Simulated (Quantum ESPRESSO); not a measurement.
Convergence series on Zn₂P (Pn-3m, 6 atoms in the cell)

Space group Pn-3m, origin choice 1 (No. 224); a = b = c = 5.295 Å, α = β = γ = 90.00°

```csv
atom,site,symmetry,x,y,z
Zn,4b,.-3m,0.2500,0.2500,0.2500
P,2a,-43m,0.0000,0.0000,0.0000
```

Method of the run: PBEsol, GBRV 1.5 ultrasoft (PBESOL) pseudopotentials (plane waves; Quantum ESPRESSO).

The starting cell comes from a database of computed structures (which also holds hypothetical and non-ambient phases and stackings), without a prior relaxation at this level. In the base run, with a pressure of about -3 GPa the cell is away from its equilibrium volume at this level. The run gives no clean gap (levels at the Fermi energy touch, overlap or are partly filled at this smearing), which alone does not show that the compound is a metal.

Held fixed: ecutwfc = 50 Ry; ecutrho = 250 Ry; occupations = smearing; smearing = mp; degauss = 0.0147 Ry; potentials = {Zn: zn_pbesol_v1.uspp.F.UPF, P: p_pbesol_v1.5.uspp.F.UPF}; K_POINTS = automatic 5 5 5 0 0 0; mixing_beta = 0.7.

ΔF is the free energy per atom less that of the last row (7.3e-14 Ry).

```
conv_thr    ΔF (meV/atom)  pressure (GPa)  iterations
----------  -------------  --------------  ----------
0.0073 Ry             5.6          -61.20           3
0.00073 Ry           0.08           -9.60           5
7.3e-05 Ry           0.08           -9.60           5
7.3e-06 Ry           0.00           -2.88           6
7.3e-07 Ry           0.00           -2.88           6
7.3e-08 Ry           0.00           -2.83           7
7.3e-10 Ry           0.00           -3.10           9
1e-11 Ry             0.00           -3.10          11
7.3e-12 Ry           0.00           -3.10          11
7.3e-14 Ry           0.00           -3.10          11
```

Pressure within 0.5 GPa of the last row: from conv_thr = 7.3e-06 Ry on; the one before it is off by 6.5 GPa. The value it settles on is -3.1 GPa at this level of theory and with the other settings as held.

Energy within 5 meV/atom of the last row: from conv_thr = 0.00073 Ry on; the one before it is off by 5.6 meV/atom.
